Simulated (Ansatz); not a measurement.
Response to strain in TiO2

Take TiO2 in the anatase structure (space group I4_1/amd, No. 141; a = 3.770 Å, c = 9.555 Å) as the base. Axes: x, y, z lie along a, b, c of the conventional cell.

Strains are applied to the cell and any free atomic positions relax; under biaxial strain the out-of-plane vector relaxes too.

Calculations: Ansatz (an electronic-structure program) PBEsol, no spin-orbit coupling, earlier PAW set.

Candidates:
(a) biaxial strain +0.75 %, plane normal [001], relaxed out of plane
(b) tensor shear ε_xy = −3.20 %
(c) biaxial strain −4.24 %, plane normal [001], relaxed out of plane
(d) biaxial strain −3.66 %, plane normal [001], relaxed out of plane

Notes on the quantities. energy relative to the base: free energy F.

Order them by energy relative to the base, lowest first.

(a) biaxial strain +0.75 %, plane normal [001], relaxed out of plane (+1.1 meV/atom), (b) tensor shear ε_xy = −3.20 % (+8.7 meV/atom), (d) biaxial strain −3.66 %, plane normal [001], relaxed out of plane (+26 meV/atom), (c) biaxial strain −4.24 %, plane normal [001], relaxed out of plane (+35 meV/atom)

Whether these cells are dynamically stable was not tested. All final runs are without spin polarisation.
